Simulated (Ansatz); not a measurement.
The reference is SnO2 in the rutile structure (space group P4_2/mnm, No. 136).

```yaml
crystal:
  lattice:
    - [4.72236, 0.00000, 0.00000]
    - [0.00000, 4.72236, 0.00000]
    - [0.00000, 0.00000, 3.19034]
  atoms:
    - { symbol: Sn, position: [0.00000, 0.00000, 0.00000] }
    - { symbol: Sn, position: [0.50000, 0.50000, 0.50000] }
    - { symbol: O, position: [0.30607, 0.30607, 0.00000] }
    - { symbol: O, position: [0.80607, 0.19393, 0.50000] }
    - { symbol: O, position: [0.19393, 0.80607, 0.50000] }
    - { symbol: O, position: [0.69393, 0.69393, 0.00000] }
```

Cartesian axes are those of the cell as printed.

Calculations: Ansatz (a first-principles code), LDA, PAW, cutoff 420 eV, scalar-relativistic without spin-orbit coupling.

Strains are applied to the cell and any free atomic positions relax.

One change was made to it. Results:

| quantity | base | after |
|---|---|---|
| band gap | 1.16 eV | 1.50 eV |
| pressure (mean of the normal stresses, compression positive) | 0.0 kbar | 63.7 kbar |
| hole mass | 1.7 mₑ along c, 1.2 mₑ across (at Γ) | 1.7 mₑ along z, 1.2 mₑ across (at Γ) |
| width of the top valence band | 1.28 eV | 1.32 eV |

Problem. Which of these changes matches the shifts?
A. uniaxial strain ε_zz = −1.20 %
B. uniaxial strain ε_zz = −1.80 %
C. uniaxial strain ε_zz = −2.40 %

Solution. C, uniaxial strain ε_zz = −2.40 %. For comparison, the band gap in the other runs: uniaxial strain ε_zz = −1.20 % gives 1.33 eV; uniaxial strain ε_zz = −1.80 % gives 1.41 eV.

Effective masses come from finite differences of ±0.01 Å⁻¹. No phonon test of stability was made.
